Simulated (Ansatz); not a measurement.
Base system: CuI in the zinc blende structure (space group F-43m, No. 216; a = 5.939 Å). Axes: x, y, z lie along the cube axes.

The change: biaxial strain −0.83 %, plane normal [111], relaxed out of plane (Cartesian); in-plane vectors clamped, the third vector and the atoms free.

Computed with DFT with PBEsol, PAW potentials and a 420 eV plane-wave cutoff in Ansatz (a first-principles code), no spin-orbit coupling.

Q: Give the band edges at the high-symmetry points of the new zone, measured from its valence-band maximum.

A: 
```
point  valence edge (eV)  conduction edge (eV)
-----  -----------------  --------------------
Γ                   0.00                  1.19
T                  -0.83                  2.22
H₂                 -1.52                  4.51
H₀                 -1.52                  4.51
L                  -0.82                  2.08
S₀                 -1.50                  2.87
S₂                 -1.50                  2.87
F                  -1.77                  2.43
```

The gap is 1.19 eV, direct at Γ.

Spin-orbit coupling, missing from the scalar runs, can matter with I. Stability against distortions was not tested. The final runs are not spin-polarised. Labels are those of the standard path for the cell's own space group.
